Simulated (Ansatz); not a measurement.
Start from SrO in the rock salt structure (space group Fm-3m, No. 225; a = 5.122 Å). Axes: x, y, z lie along the cube axes.

The values are results of PBEsol in Ansatz (plane waves to 420 eV, PAW, spin-orbit coupling left out), not measurements.

Base values:

The band gap is 3.20 eV.

Modification: tensor shear ε_xy = +0.57 % (engineering shear γ = 0.0114), atoms relaxed at fixed cell.

Q: How does this affect the energy relative to the base and band gap?

A: The energy goes up by 0.4 meV/atom; the band gap decreases by 0.013 eV (3.20 eV → 3.18 eV).

The cells carry an imposed strain or load. Stability against distortions was not tested.

Ansatz is an electronic-structure program.
